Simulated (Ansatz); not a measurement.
System: Sc₂InC (P6₃/mmc, No. 194, 8 atoms in the cell; start mp-20175). Method: LDA (Ansatz, a program for electronic structure, plane waves, PAW).

Numerical settings: plane-wave cutoff 520 eV, 18×18×4 k mesh (along the axes of the cell as run), Fermi–Dirac smearing 0.05 eV, scalar-relativistic PAW data made under PBE.

Cell (relaxed at this level):

```cif
data_C2In2Sc4
_chemical_formula_sum 'Sc4 In2 C2'
_space_group_name_H-M_alt 'P63/mmc'
_space_group_IT_number 194
_space_group_name_Hall '-P 6c 2c'
_cell_length_a 3.27764
_cell_length_b 3.27764
_cell_length_c 15.02255
_cell_angle_alpha 90.000
_cell_angle_beta 90.000
_cell_angle_gamma 120.000
loop_
_atom_site_label
_atom_site_type_symbol
_atom_site_symmetry_multiplicity
_atom_site_Wyckoff_symbol
_atom_site_fract_x
_atom_site_fract_y
_atom_site_fract_z
_atom_site_occupancy
Sc1 Sc 4 f 0.33333 0.66667 0.08055 1
In1 In 2 d 0.66667 0.33333 0.25000 1
C1 C 2 a 0.00000 0.00000 0.00000 1
```

### Question
Give the computed bulk modulus.

### Answer

- bulk modulus: 96.3 GPa

The run finds no gap.

Note: the bulk modulus is −V dP/dV from two relaxed cells at ±2 % in volume; the relaxation could not lower the start's symmetry, so the cell can be a saddle point above a distorted one.

Spin–orbit coupling is not included; it can open a gap where bands touch, and shift volumes and moduli.

The computed numbers hold no vibrational or temperature effects.

Computing time: very roughly 6 core-minutes.

A start named mp-… is a Materials Project structure, which need not be a measured phase.
